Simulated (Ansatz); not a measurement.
# A constructed model of the (0001) surface of wurtzite CdSe, from a spin-polarised start (in the relaxation 3 Cd–Se bonds broke), Cd-terminated, 2x2 Cd adatom at T1 (bottom of the slab: 2 H on 4 bottom sites)

The numbers are results of PBE (plane waves to 420 eV, PAW; Ansatz, a program for electronic structure), not measurements.

Slab: 35 atoms, 16.2 Å thick at the start with caps and adatoms; k 3x3x1, smearing 0.025 eV, dipole-corrected; 8 atoms held, the rest relaxed; symmetry of the start imposed; spin-polarised from one start with parallel moments (other orders not tried), no spin-orbit, no U. The starting moment vanished. In PBE it is, or lies within 0.01 eV a 1x1 cell of, the lowest of the 2 structures of its composition computed so far; subsurface sites and larger cells were not tried.

- gap of the slab on its k-mesh = 0.42 eV
- highest filled level below the top vacuum level = 4.68 eV
- energy released by relaxation = 1.85 eV
- magnetic moment of the cell = 0.00 μB
- cost = roughly 5 core-hours
